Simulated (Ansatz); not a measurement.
## Hypothetical zinc blende SnSe: response to strain

Base system: SnSe in the zinc blende structure (space group F-43m, No. 216; a = 6.650 Å; a hypothetical phase, not in the database extracts checked; relaxed with 0.1 eV smearing). Axes: x, y, z lie along the cube axes.

Strains are applied to the cell and any free atomic positions relax; under stress the whole cell relaxes.

Method: PBEsol (Ansatz, an electronic-structure program; PAW; 420 eV plane waves; scalar-relativistic without spin-orbit coupling).

Notes on the quantities. energy relative to the base: free energy F.

```json
[
 {"change": "base", "pressure": "0.0 GPa", "band gap": "zero", "energy relative to the base": "0 meV/atom", "volume per atom": "36.76 Å³"},
 {"change": "isotropic strain +5.24 %", "pressure": "-3.8 GPa", "band gap": "0.27 eV", "energy relative to the base": "+81 meV/atom", "volume per atom": "42.84 Å³"},
 {"change": "uniaxial strain ε_xx = +0.45 %", "pressure": "-0.1 GPa", "band gap": "zero", "energy relative to the base": "+0.1 meV/atom", "volume per atom": "36.92 Å³"},
 {"change": "uniaxial strain ε_yy = −1.41 %", "pressure": "0.5 GPa", "band gap": "zero", "energy relative to the base": "+0.7 meV/atom", "volume per atom": "36.24 Å³"},
 {"change": "uniaxial stress, 0.5 GPa tension along x", "pressure": "–", "band gap": "zero", "energy relative to the base": "-26 meV/atom", "volume per atom": "31.57 Å³"},
 {"change": "tensor shear ε_yz = +1.30 %", "pressure": "0.0 GPa", "band gap": "zero", "energy relative to the base": "-1.1 meV/atom", "volume per atom": "36.75 Å³"}
]
```

Beyond what the load breaks, stability against distortions was not tested. All final runs are without spin polarisation. Under tensor shear ε_yz = +1.30 % the cell ends below the base's energy or with stress of the wrong sign: the atoms slid into a distortion or the cell is elastically unstable, so the base is not a stable minimum at this level. Under uniaxial stress, 0.5 GPa tension along x the cell changed shape so far that it is another structure. The zero or small gap of SnSe can change with the level of theory.
